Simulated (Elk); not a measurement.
**Elk run on SiTe2 (P-3m1, 3 atoms in the cell): self-consistent single point**

Computed with Elk with PBEsol, all-electron FP-LAPW, Elk's shipped species files, LAPW+lo basis.

Input:

```
tasks
  0

xctype
  22

rgkmax
  7.5

gmaxvr
  16.0

nxoapwlo
  1

stype
  0

swidth
  0.00999582

avec
    7.1660477416   -0.0000005413    0.0000000000
   -3.5830234020    6.2059796596    0.0000000000
    0.0000000000    0.0000000000   13.3481107169

sppath
  'species/'

atoms
  2   : nspecies
  'Si.in'   : spfname
  1   : natoms; atposl, bfcmt below
  0.0000000000  0.0000000000  0.0000000000    0.0 0.0 0.0
  'Te.in'   : spfname
  2   : natoms; atposl, bfcmt below
  0.3333333333  0.6666666667  0.7734100000    0.0 0.0 0.0
  0.6666666667  0.3333333333  0.2265900000    0.0 0.0 0.0

ngridk
  8 8 4
```

Output (repeated stretches shortened):

```
│ Elk code version 10.2.4 │

All units are atomic (Hartree, Bohr, etc.)

│ Ground-state run starting from atomic densities │

Lattice vectors :
   7.166047742     -0.5413000000E-06   0.000000000
  -3.583023402       6.205979660       0.000000000
   0.000000000       0.000000000       13.34811072

Unit cell volume      :    593.6217794
Brillouin zone volume :   0.4178590174

Muffin-tin inner radius fraction :   0.1000000000E-01

Nuclei treated as point charges

Species :    1 (Si)
 parameters loaded from : Si.in
 name : silicon
 nuclear charge    :   -14.00000000
 electronic charge :    14.00000000
 atomic mass :    51196.73454
 muffin-tin radius :    2.200000000
 number of radial points in muffin-tin :    397
 atomic positions (lattice), magnetic fields (Cartesian) :
   1 :   0.00000000  0.00000000  0.00000000    0.00000000  0.00000000  0.00000000

Species :    2 (Te)
 parameters loaded from : Te.in
 name : tellurium
 nuclear charge    :   -52.00000000
 electronic charge :    52.00000000
 atomic mass :    232600.5707
 muffin-tin radius :    2.600000000
 number of radial points in muffin-tin :    597
 atomic positions (lattice), magnetic fields (Cartesian) :
   1 :   0.33333333 -0.33333333 -0.22659000    0.00000000  0.00000000  0.00000000
   2 :  -0.33333333  0.33333333  0.22659000    0.00000000  0.00000000  0.00000000

Total number of atoms per unit cell :    3

Spin treatment :
 spin-unpolarised

Number of Bravais lattice symmetries :   24
Number of crystal symmetries         :   12
Crystal has inversion symmetry
Real symmetric eigensolver will be used

k-point grid :      8     8     4
k-point offset :    0.000000000       0.000000000       0.000000000
k-point set is reduced with full crystal symmetry group
Total number of k-points :       35

Muffin-tin radius times maximum |G+k| :    7.500000000
 using average radius
Maximum |G+k| for APW functions       :    3.040540541
Maximum (1/2)|G+k|²                   :    4.622443389
Maximum |G| for potential and density :    16.00000000
 potential will be trimmed for |G| > 2 gkmax
Constant for pseudocharge density :   10
Radial integration step length :    4

G-vector grid sizes :     40    40    70
Number of G-vectors :    41143

Maximum angular momentum used for
 APW functions                      :    8
 outer part of muffin-tin           :    6
 inner part of muffin-tin           :    1

Total nuclear charge    :   -118.0000000
Total core charge       :    82.00000000
Total valence charge    :    36.00000000
Total excess charge     :    0.000000000
Total electronic charge :    118.0000000

Effective Wigner radius, rₛ :    1.062950572

Number of empty states         :   12
Total number of valence states :   30
Total number of core states    :   82

Total number of local-orbitals :   34

Exchange-correlation functional :     22     0     0
 PBEsol, Phys. Rev. Lett. 100, 136406 (2008)
 gradient requirement :    1
 generalised gradient approximation (GGA)

Smearing type :    0
 Gaussian
Smearing width :   0.9995820000E-02
Effective electronic temperature (K) :    3156.430308

Mixing type :    3
 Broyden mixing, J. Phys. A: Math. Gen. 17, L317 (1984)

Kohn-Sham potential initialised from atomic data

│ Self-consistent loop started │
│ Loop number : 1 │
 total energy                :     -13887.4309121
│ Loop number : 2 │
 total energy                :     -13887.3837619
RMS change in Kohn-Sham potential (target) :   0.3480834027     (  0.1000000000E-05)
Absolute change in total energy (target)   :   0.4715022429E-01 (  0.1000000000E-03)
│ Loop number : 3 │
 total energy                :     -13886.6174225
RMS change in Kohn-Sham potential (target) :   0.3203138218     (  0.1000000000E-05)
Absolute change in total energy (target)   :   0.7781269581     (  0.1000000000E-03)
│ Loop number : 4 │
 total energy                :     -13881.7428874
RMS change in Kohn-Sham potential (target) :   0.1385585637     (  0.1000000000E-05)
Absolute change in total energy (target)   :    5.069066785     (  0.1000000000E-03)
│ Loop number : 5 │
 total energy                :     -13879.0048855
RMS change in Kohn-Sham potential (target) :   0.4458004046E-01 (  0.1000000000E-05)
Absolute change in total energy (target)   :    4.005268600     (  0.1000000000E-03)
│ Loop number : 6 │
 total energy                :     -13878.0099860
RMS change in Kohn-Sham potential (target) :   0.1107233399E-01 (  0.1000000000E-05)
Absolute change in total energy (target)   :    1.996216715     (  0.1000000000E-03)
│ Loop number : 7 │
 total energy                :     -13877.6840132
RMS change in Kohn-Sham potential (target) :   0.5536422157E-03 (  0.1000000000E-05)
Absolute change in total energy (target)   :   0.8250269024     (  0.1000000000E-03)
│ Loop number : 8 │
 total energy                :     -13877.6721921
RMS change in Kohn-Sham potential (target) :   0.2571879583E-03 (  0.1000000000E-05)
Absolute change in total energy (target)   :   0.2180778311     (  0.1000000000E-03)
│ Loop number : 9 │
 total energy                :     -13877.6681459
RMS change in Kohn-Sham potential (target) :   0.8535090161E-04 (  0.1000000000E-05)
Absolute change in total energy (target)   :   0.5856573121E-01 (  0.1000000000E-03)
│ Loop number : 10 │
 total energy                :     -13877.6682995
RMS change in Kohn-Sham potential (target) :   0.2476216283E-04 (  0.1000000000E-05)
Absolute change in total energy (target)   :   0.1448779335E-01 (  0.1000000000E-03)
│ Loop number : 11 │
 total energy                :     -13877.6686224
RMS change in Kohn-Sham potential (target) :   0.6718005709E-05 (  0.1000000000E-05)
Absolute change in total energy (target)   :   0.3299044381E-02 (  0.1000000000E-03)
│ Loop number : 12 │
 total energy                :     -13877.6683670
RMS change in Kohn-Sham potential (target) :   0.2319577317E-05 (  0.1000000000E-05)
Absolute change in total energy (target)   :   0.1080188595E-02 (  0.1000000000E-03)
│ Loop number : 13 │
 total energy                :     -13877.6683368
RMS change in Kohn-Sham potential (target) :   0.6469393106E-06 (  0.1000000000E-05)
Absolute change in total energy (target)   :   0.3002160120E-03 (  0.1000000000E-03)
│ Loop number : 14 │
 total energy                :     -13877.6683101
RMS change in Kohn-Sham potential (target) :   0.1803512036E-06 (  0.1000000000E-05)
Absolute change in total energy (target)   :   0.1018058392E-03 (  0.1000000000E-03)
│ Loop number : 15 │
 total energy                :     -13877.6683056
RMS change in Kohn-Sham potential (target) :   0.4237126334E-07 (  0.1000000000E-05)
Absolute change in total energy (target)   :   0.2990275061E-04 (  0.1000000000E-03)
Convergence targets achieved

│ Loop number : 16 │

Energies :
 Fermi                       :     0.193993264870
 sum of eigenvalues          :     -8413.43565900
 electron kinetic            :      14657.9671387
 core electron kinetic       :      14317.0434523
 Coulomb                     :     -28168.7031616
 Coulomb potential           :     -22589.2705546
 nuclear-nuclear             :     -1059.59973624
 electron-nuclear            :     -31628.9362961
 Hartree                     :      4519.83287073
 Madelung                    :     -16874.0678843
 xc potential                :     -482.132243099
 exchange                    :     -359.981132239
 correlation                 :     -6.95115095087
 total energy                :     -13877.6683061

Density of states at Fermi energy :    32.33362833
 (states/Hartree/unit cell)

Estimated indirect band gap :   0.4563328352E-02
 from k-point      3 to k-point     12
Estimated direct band gap   :   0.2789778116E-01
 at k-point     13

Charges :
 core                        :    82.00000000
 valence                     :    36.00000000
 interstitial                :    6.003465117
 muffin-tins (core leakage)
  species :    1 (Si)
   atom    1                 :    12.08092439     (  0.1305301437E-02)
  species :    2 (Te)
   atom    1                 :    49.95780525     (  0.4042824560E-03)
   atom    2                 :    49.95780525     (  0.4042824560E-03)
 total in muffin-tins        :    111.9965349
 total calculated charge     :    117.9890625
 total charge                :    118.0000000
 error                       :   0.1093745230E-01

│ Self-consistent loop stopped │
```

The run converged in 16 iterations. The count includes the last loop, which Elk runs after its targets are met.

The starting cell comes from a database of computed structures (which also holds hypothetical and non-ambient phases and stackings), without a prior relaxation at this level. Its lattice was rescaled by a random factor within 2.5 % of one. Spin-orbit coupling is off. Values depend on the basis (sphere radii, cutoffs, local orbitals), which need not be converged. The run gives no clean gap (levels at the Fermi energy touch, overlap or are partly filled at this smearing), which alone does not show that the compound is a metal. The log's line on a gap gives a spacing of levels on this mesh, which the program prints for metals too.

Cost on one core of a shared machine: roughly 70 s.
